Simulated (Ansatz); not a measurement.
Candidates (primitive cells; geometry: cell and atoms relaxed with PBEsol):
A. PtS (P4_2/mmc), a = b = 3.4752 Å, c = 6.0671 Å, α = β = γ = 90.00°
B. SiS2 (I-42d), a = 5.8004 Å, b = 5.8004 Å, c = 5.8004 Å, α = 123.38°, β = 123.38°, γ = 84.23°
C. ZnS (F-43m), a = b = c = 3.7877 Å, α = β = γ = 60.00°
D. VCu$_{3}$S$_{4}$ (P-43m), a = 5.3174 Å, b = 5.3174 Å, c = 5.3174 Å, α = 90.00°, β = 90.00°, γ = 90.00°
E. InS (Pnnm), a = 4.3811 Å, b = 10.6776 Å, c = 3.9498 Å, α = β = γ = 90.00°

Question: Rank these by band gap (highest first), as PBEsol, rigid bands (Ansatz, a program for electronic structure) gives it.

Answer: B (2.90 eV), C (2.08 eV), D (1.05 eV), E (0.81 eV), A (0.52 eV)

Spin-orbit coupling is left out.

Formula and space group known from diffraction (Crystallography Open Database), not checked to be the room-temperature form: InS (Pnnm), PtS (P4_2/mmc), SiS2 (I-42d), VCu3S4 (P-43m). Treated as nonmagnetic, magnetic states not searched for: VCu3S4 (P-43m). The missing spin-orbit coupling matters most for PtS (P4_2/mmc).
